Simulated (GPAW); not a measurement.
# Worked example: self-consistent single point of MgAl (P-6m2, 2 atoms in the cell) in GPAW

Method of the run: LDA (Perdew-Wang 92), GPAW PAW datasets LDA (gpaw-data 1.0.1) (plane waves; GPAW 25.7.0).

Input as run:

```python
from ase import Atoms
from ase.units import GPa
from gpaw import GPAW

atoms = Atoms(['Mg', 'Al'],
              cell=[[2.993840, 0.000000, 0.000000],
                    [-1.496920, 2.592741, 0.000000],
                    [0.000000, 0.000000, 4.851480]],
              scaled_positions=[[0.000000, 0.000000, 0.500000],
                                [0.333333, 0.666667, 0.000000]],
              pbc=True)

calc = GPAW(mode={'name': 'pw', 'ecut': 850},
            xc='LDA',
            kpts={'size': (10, 10, 6), 'gamma': True},
            occupations={'name': 'methfessel-paxton', 'width': 0.1, 'order': 0},
            nbands=-6,
            convergence={'density': 1e-05, 'energy': 1e-05},
            symmetry={'symmorphic': False, 'tolerance': 0.0005},
            maxiter=120)

atoms.calc = calc

energy = atoms.get_potential_energy()
print('Energy (eV):', round(energy, 6))
forces = atoms.get_forces()
print('Forces (eV/Ang):')
print(forces.round(5))
stress = atoms.get_stress()
print('Stress (GPa, Voigt):', (stress / GPa).round(4))
```

Output, abridged:

```
Input parameters:
  convergence: {density: 1e-05,
                energy: 1e-05}
  kpts: {gamma: True,
         size: (10, 10, 6)}
  maxiter: 120
  mode: {ecut: 850,
         name: pw}
  nbands: -6
  occupations: {name: methfessel-paxton,
                order: 0,
                width: 0.1}
  symmetry: {symmorphic: False,
             tolerance: 0.0005}

species:
  Mg:
    name: Magnesium
    Z: 12.0
    valence: 10
    core: 2
    charge: 0.0
    file: Mg.LDA.gz

    # Using partial waves for Mg as LCAO basis

  Al:
    name: Aluminium
    Z: 13.0
    valence: 3
    core: 10
    charge: 0.0
    file: Al.LDA.gz

    # Using partial waves for Al as LCAO basis

Reference energy: -12005.651324  # eV

Spin-paired calculation

Convergence criteria:
 Maximum [total energy] change in last 3 cyles: 1e-05 eV / valence electron
 Maximum integral of absolute [dens]ity change: 1e-05 electrons / valence electron
 Maximum integral of absolute [eigenst]ate change: 4e-08 eV^2 / valence electron
 Maximum number of scf [iter]ations: 120

Symmetries present (total): 12
Symmetries with fractional translations: 0
600 k-points: 10 x 10 x 6 Monkhorst-Pack grid + [1/20,1/20,1/12]
56 k-points in the irreducible part of the Brillouin zone
       k-points in crystal coordinates                weights
   0:     0.00000000    0.00000000    0.00000000          1/600
   1:     0.00000000    0.00000000    0.16666667          2/600
   2:     0.00000000    0.00000000    0.33333333          2/600
   [... 7 lines left out ...]
          ...
  55:     0.50000000    0.50000000    0.50000000          3/600

Wave functions: Plane wave expansion
  Cutoff energy: 850.000 eV
  Number of coefficients (min, max): 2093, 2136
  Pulay-stress correction: 0.000000 eV/Ang^3 (de/decut=0.000000)

Occupation numbers: Methfessel-Paxton:
  width: 0.1000  # eV
  order: 0

Eigensolver

Densities:
  Coarse grid: 21*21*35 grid
  Fine grid: 42*42*70 grid
  Total Charge: 0.000000

Density mixing:
  Method: separate
  Backend: pulay
  Linear mixing parameter: 0.05
  old densities: 5
  Damping of long wavelength oscillations: 50

Hamiltonian:
  XC and Coulomb potentials evaluated on a 42*42*70 grid
  External potential:
    NoExternalPotential

Number of atoms: 2
Number of atomic orbitals: 12
Number of bands in calculation: 12
Number of valence electrons: 13
Bands to converge: occupied

Density initialized from atomic densities
  12 bands from LCAO basis set

Atomic positions and initial magnetic moments

Positions:
   0 Mg     0.000000    0.000000    2.425740    ( 0.0000,  0.0000,  0.0000)
   1 Al    -0.000001    1.728495    0.000000    ( 0.0000,  0.0000,  0.0000)

Unit cell:
           periodic     x           y           z      points  spacing
  1. axis:    yes    2.993840    0.000000    0.000000    21     0.1235
  2. axis:    yes   -1.496920    2.592741    0.000000    21     0.1235
  3. axis:    yes    0.000000    0.000000    4.851480    35     0.1386

  Lengths:   2.993840   2.993840   4.851480
  Angles:   90.000000  90.000000 120.000005

Effective grid spacing dv^(1/3) = 0.1346

     iter     time        total  log10-change:
                         energy   eigst   dens
iter:   1 --:--:--    -6.048125
iter:   2 --:--:--    -6.049879   -0.76  -1.30
iter:   3 --:--:--    -6.010081   -1.50  -1.33
iter:   4 --:--:--    -6.009753   -2.38  -1.64
iter:   5 --:--:--    -5.999130   -2.80  -1.72
iter:   6 --:--:--    -5.999049   -4.34  -2.81
iter:   7 --:--:--    -5.998673   -4.72  -2.84
iter:   8 --:--:--    -5.998633   -6.20  -3.44
iter:   9 --:--:--    -5.998627c  -6.81  -3.63
iter:  10 --:--:--    -5.998619c  -6.43  -3.84
iter:  11 --:--:--    -5.998619c  -8.03c -4.66
iter:  12 --:--:--    -5.998619c  -9.46c -4.85
iter:  13 --:--:--    -5.998619c  -9.27c -4.89
iter:  14 --:--:--    -5.998619c -10.00c -4.92
iter:  15 --:--:--    -5.998619c -10.26c -5.10c

Converged after 15 iterations.

Dipole moment: (-1.950279, 1.125994, 0.000000) |e|*Ang

Energy contributions relative to reference atoms: (reference = -12005.651324)

Kinetic:         +2.980523
Potential:       +0.208576
External:        +0.000000
XC:              -9.103002
Entropy (-ST):   -0.003709
Local:           -0.082862
SIC:             +0.000000
--------------------------
Free energy:     -6.000474
Extrapolated:    -5.998619

Showing only first 2 kpts
 Kpt  Band  Eigenvalues  Occupancy
  0     4     -4.03966    2.00000
  0     5      2.15943    2.00000
  0     6      2.75181    2.00000
  0     7     15.37666    0.00000

  1     4     -3.88823    2.00000
  1     5      0.62582    2.00000
  1     6      4.61257    2.00000
  1     7     15.49259    0.00000

Fermi level: 5.10917

No gap
No difference between direct/indirect transitions
Energy (eV): -5.998619

Forces in eV/Ang:
  0 Mg    0.00000    0.00000    0.00000
  1 Al    0.00000    0.00000    0.00000

Stress tensor:
     0.003075    -0.000000     0.000000
    -0.000000     0.003075     0.000000
     0.000000     0.000000     0.010771
Stress (GPa, Voigt): [ 0.4927  0.4927  1.7258  0.      0.     -0.    ]
```

The run converged in 15 iterations. GPAW prints stress with tension positive.

The starting cell comes from a database of computed structures (which also holds hypothetical and non-ambient phases and stackings), without a prior relaxation at this level.
